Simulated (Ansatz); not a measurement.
Consider SiC in the wurtzite structure (space group P6_3mc, No. 186).

```xyz
4
Lattice="3.0920 0.0000 0.0000 -1.5460 2.6777 0.0000 0.0000 0.0000 5.0743" Properties=species:S:1:pos:R:3 pbc="T T T"
Si     0.0000     1.7851     5.0721
Si     1.5460     0.8926     2.5350
C      0.0000     1.7851     1.9050
C      1.5460     0.8926     4.4421
```

Method: PBE (Ansatz, a program for electronic structure; PAW; 420 eV plane waves; no spin-orbit coupling).

One change was made to it. Results:

| quantity | base | after |
|---|---|---|
| density | 3.17 g/cm³ | 3.18 g/cm³ |
| shortest interatomic distance | 3.577 bohr | 3.572 bohr |
| c/a ratio | 1.641 | 1.641 |

Which change produced these results?
A. pressure 9 GPa
B. pressure 15 GPa
C. pressure 0.9 GPa
D. pressure 4.5 GPa
E. pressure 22.5 GPa

C, pressure 0.9 GPa. For comparison, the density in the other runs: pressure 4.5 GPa gives 3.23 g/cm³; pressure 15 GPa gives 3.37 g/cm³; pressure 22.5 GPa gives 3.46 g/cm³; pressure 9 GPa gives 3.30 g/cm³.

Load acts through the strain it causes; cell and atoms are relaxed under it. Whether these cells are dynamically stable was not tested. No other phases were tried under pressure.
